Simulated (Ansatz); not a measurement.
Take InAs in the zinc blende structure (space group F-43m, No. 216; a = 6.087 Å) as the base. Axes: x, y, z lie along the cube axes.

Structures relaxed with DFT with PBEsol, PAW potentials and a 420 eV plane-wave cutoff in Ansatz (a program for electronic structure), scalar-relativistic without spin-orbit coupling.

Base:

Simulated powder pattern, Cu Kα1, λ = 1.54056 Å (kinematic, ideal powder, no thermal factors, no anomalous dispersion; the 8 strongest lines at most, above 2 %, up to 2θ = 90°):

```tsv
2θ (°)	I/Imax (%)	hkl
25.32	100	(111)
29.32	4.1	(200)
41.95	74	(220)
49.63	47	(311)
60.82	12	(400)
66.95	19	(331)
76.62	24	(422)
82.23	14	(511)
```

The change: uniaxial strain ε_xx = −0.62 %, all other strain components held at zero; the atoms relax in the strained cell.

Where do the lines fall after the change?


Simulated powder pattern, Cu Kα1, λ = 1.54056 Å (kinematic, ideal powder, no thermal factors, no anomalous dispersion; the 8 strongest lines at most, above 2 %, up to 2θ = 90°):

```tsv
2θ (°)	I/Imax (%)	hkl
25.38	100	(111)
41.95	25	(022)
42.08	49	(220)
49.66	31	(131)
49.90	15	(311)
60.82	8.0	(040)
67.18	12	(331)
76.72	16	(242)
```

The indices refer to the base's conventional cell; one index is shown for lines that coincide. The space group is now I-4m2 (No. 119).

No phonon test of stability was made. All final runs are without spin polarisation. Gaps under 0.05 eV, about the width of the smearing, are given as zero.
